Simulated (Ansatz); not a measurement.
## What O → Te does to SrO

The reference is SrO in the rock salt structure (space group Fm-3m, No. 225; a = 5.1225 Å).

One thing is altered: every O is replaced by Te; the structure is relaxed again.

The values are results of DFT with PBEsol, PAW potentials and a 420 eV plane-wave cutoff in Ansatz (a quantum-chemistry and plane-wave program), no SOC, not measurements. k-mesh 9×9×9 (Γ-centred); smearing 0.05 eV (Fermi–Dirac), for the changed cell.

| quantity | base | changed | shift |
|---|---|---|---|
| volume per atom | 16.80 Å³ | 36.05 Å³ | +19.25 Å³ |
| density | 5.12 g/cm³ | 4.96 g/cm³ | -0.16 g/cm³ |
| lattice parameter a | 5.122 Å | 6.607 Å | +1.4843 Å |
| space group | Fm-3m (No. 225) | Fm-3m (No. 225) | – |
| shortest interatomic distance | 2.561 Å | 3.303 Å | +0.742 Å |
| band gap | 3.20 eV | 1.57 eV | -1.63 eV |
| gap character | indirect, Γ → X | indirect, Γ → X | – |
| smallest direct gap | 3.26 eV | 2.33 eV | -0.93 eV |
| width of the top valence band | 1.15 eV | 1.58 eV | +0.437 eV |
| electron mass | 1.2 mₑ along k, 0.39 mₑ across (at X) | 1.3 mₑ along k, 0.24 mₑ across (at X) | – |
| hole mass (degenerate bands, along [100]) | – | 0.14, 0.85, 0.85 mₑ (at Γ) | – |

Cost of the whole job for the changed cell (relaxation, final SCF and bands): roughly 24 core-seconds.

Spin-orbit coupling, missing from the scalar runs, can matter with Te. Effective masses come from finite differences of ±0.01 Å⁻¹. Along k means along the line from Γ to the band edge. No phonon test of stability was made.
